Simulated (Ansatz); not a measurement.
## HgTe under a change: uniaxial stress, 3 GPa compression along z

Base system: HgTe in the zinc blende structure (space group F-43m, No. 216; a = 6.510 Å). Axes: x, y, z lie along the cube axes.

The change: uniaxial stress, 3 GPa compression along z; all other stress components relax to zero.

Computed with PBEsol, PAW, 420 eV (Ansatz, a first-principles code; no spin-orbit coupling). k-mesh 9×9×9 (Γ-centred); smearing 0.05 eV (Fermi–Dirac).

The volume per atom shrinks by 8.30 Å³ to 26.18 Å³ and the shortest interatomic distance increases by 0.203 Å, from 2.819 Å to 3.022 Å. The energy increases by 113 meV/atom and the band gap is still zero. The strain response (xx, yy, zz) comes out as (+26.99, +26.99, −52.92) % (rough).

Final structure:

```
HgTe
1.0
    0.00000     4.13340     1.53241
    4.13340     0.00000     1.53241
    4.13340     4.13340     0.00000
Te Hg
1 1
Direct
  0.75000   0.75000   0.75000
  0.00000   0.00000   0.00000
```

The mesh was chosen for an insulator and is coarse for the gapless case. Without a gap, meshes like the base's 9×9×9 leave anisotropic stresses uncertain by several tenths of a GPa, and small strain energies with them. Spin-orbit coupling, missing from the scalar runs, can matter with Hg and Te. Stability under load was not tested beyond the relaxation. The final runs are not spin-polarised. Under uniaxial stress, 3 GPa compression along z the cell changed shape so far that it is another structure. The zero or small gap of HgTe can change with the level of theory.
